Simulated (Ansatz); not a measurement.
## Hypothetical cubic perovskite RbSrBr3: response to strain

The parent structure is RbSrBr$_{3}$ in the cubic perovskite structure (space group Pm-3m, No. 221; a = 5.9987 Å; a hypothetical phase, not in the database extracts checked). Axes: x, y, z lie along the cube axes.

Strains are applied to the cell and any free atomic positions relax; under biaxial strain the out-of-plane vector relaxes too.

Computed with DFT with PBE, PAW potentials and a 420 eV plane-wave cutoff in Ansatz (an electronic-structure program), no SOC.

Candidates:
(a) uniaxial strain ε_yy = +1.92 %
(b) biaxial strain +3.86 %, plane normal [111], relaxed out of plane
(c) uniaxial strain ε_yy = +1.18 %

Notes on the quantities. energy relative to the base: free energy F.

Task: Order them by energy relative to the base, lowest first.

Result: (c) uniaxial strain ε_yy = +1.18 % (+0.7 meV/atom), (a) uniaxial strain ε_yy = +1.92 % (+1.9 meV/atom), (b) biaxial strain +3.86 %, plane normal [111], relaxed out of plane (+7.6 meV/atom)

Stability against distortions was not tested. Many cubic perovskites are stable only at high temperature; tilts and polar distortions were not tested.
